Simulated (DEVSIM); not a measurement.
System: Schottky contact on p-type Ge, at 300 K.

Layer 1 from the left is Ge, thickness (μm) 0.390, Na (cm⁻³) 8e16, τn (s) 1.1e-7, τp (s) 1.1e-7.

Left contact: Schottky, work function 4.234 eV, emission velocity 2.3e6 cm/s. Right contact: ohmic. Voltage is applied to the left contact. Recombination: SRH at mid-gap, radiative, Auger. Mobility is constant in doping.

The device is made up for the run: typed textbook-type constants, with dimensions and the other settings drawn at random. Values at 300 K.

Ge: gap (eV) 0.664, affinity (eV) 4, permittivity 16, Nc (cm⁻³) 1.04e19, Nv (cm⁻³) 6e18, μn (cm²/Vs) 3900, μp (cm²/Vs) 1900, B (cm³/s) 6.4e-14, Cn (cm⁶/s) 1e-31, Cp (cm⁶/s) 1e-31.

Task: Estimate by hand the built-in potential, the peak field at zero bias, and compare with a numerical solution.

Result: 
- Built-in potential: barrier φB = 0.430 eV; Vbi = φB − kT/q ln(N_band/N) = 0.318 V; numerical 0.318 V.
- Peak field at zero bias: depletion approximation: W = √(2εVbi/(qN)) = 0.0839 μm with N = 8.00e16 cm⁻³; field = 2Vbi/W = 75900 V/cm; numerical 72400 V/cm (estimate above by 4.9 %).

Model (solved in DEVSIM): 1D drift-diffusion, Boltzmann statistics, complete ionisation; no tunnelling, impact ionisation, image-force lowering or self-heating. Metal contacts follow the ideal Schottky-Mott rule: no Fermi-level pinning, no interface dipoles.
